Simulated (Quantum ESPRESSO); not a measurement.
A self-consistent single point of LiGa3 (I4/mmm, 4 atoms in the cell) with Quantum ESPRESSO.

Level of theory: PBEsol, PseudoDojo standard norm-conserving (PBESOL) pseudopotentials (plane waves; Quantum ESPRESSO).

```xyz
4
Lattice="1.9892 -1.9892 4.0721 1.9892 1.9892 4.0721 -1.9892 -1.9892 4.0721" Properties=species:S:1:pos:R:3 pbc="T T T"
Li     0.0000     0.0000     0.0000
Ga    -1.9892     0.0000     2.0361
Ga     0.0000     1.9892     2.0361
Ga     0.0000     0.0000     4.0721
```

Reference input (self-consistent single point, DFT, PBEsol, plane waves, PseudoDojo standard norm-conserving (PBESOL) pseudopotentials): ecutwfc = 80 Ry; occupations = smearing; smearing = fd; degauss = 0.0036749 Ry; potentials = {Li: Li.upf, Ga: Ga.upf}; K_POINTS = automatic 8 8 8 0 0 0; conv_thr = 1e-10 Ry. This run's input differs from it in these lines:

```diff
@@ -31,3 +31,3 @@
 K_POINTS automatic
-8 8 8  0 0 0
+5 5 5  0 0 0
```

The program printed (abridged):

```
     Self-consistent Calculation

     iteration #  1     ecut=    80.00 Ry     beta= 0.70

---- Real-time Memory Report at c_bands before calling an iterative solver
           102 MiB given to the printing process from OS
            73 MiB allocation reported by mallinfo(arena+hblkhd)
------------------

     Threshold (ethr) on eigenvalues was too large:
     Diagonalizing with lowered threshold

---- Real-time Memory Report at c_bands before calling an iterative solver
           111 MiB given to the printing process from OS
            79 MiB allocation reported by mallinfo(arena+hblkhd)
------------------

   [... lines left out ...]

---- Real-time Memory Report at c_bands before calling an iterative solver
           133 MiB given to the printing process from OS
            95 MiB allocation reported by mallinfo(arena+hblkhd)
------------------

     total energy              =    -472.46548554 Ry
     estimated scf accuracy    <          4.4E-10 Ry

     iteration # 10     ecut=    80.00 Ry     beta= 0.70

---- Real-time Memory Report at c_bands before calling an iterative solver
           133 MiB given to the printing process from OS
            96 MiB allocation reported by mallinfo(arena+hblkhd)
------------------
     End of self-consistent calculation

     the Fermi energy is    10.3560 ev

!    total energy              =    -472.46548554 Ry
     estimated scf accuracy    <          9.2E-12 Ry
     smearing contrib. (-TS)   =      -0.00135972 Ry
     internal energy E=F+TS    =    -472.46412582 Ry

     convergence has been achieved in  10 iterations

     Forces acting on atoms (cartesian axes, Ry/au):

     atom    1 type  1   force =    -0.00000000    0.00000000    0.00000000
   [... zero for the other atoms too ...]

     Total force =     0.000000     Total SCF correction =     0.000000

          total   stress  (Ry/bohr**3)                   (kbar)     P=       -6.28
  -0.00004941   0.00000000  -0.00000000           -7.27        0.00       -0.00
   0.00000000  -0.00004941   0.00000000            0.00       -7.27        0.00
  -0.00000000   0.00000000  -0.00002919           -0.00        0.00       -4.29

   JOB DONE.
```

The run converged in 10 iterations. Against the reference run the free energy rises by 27.3 meV/atom and the pressure goes from -0.20 to -0.63 GPa.

The starting cell comes from a database of computed structures (which also holds hypothetical and non-ambient phases and stackings), without a prior relaxation at this level.

Cost on one core of a shared machine: roughly 40 s.
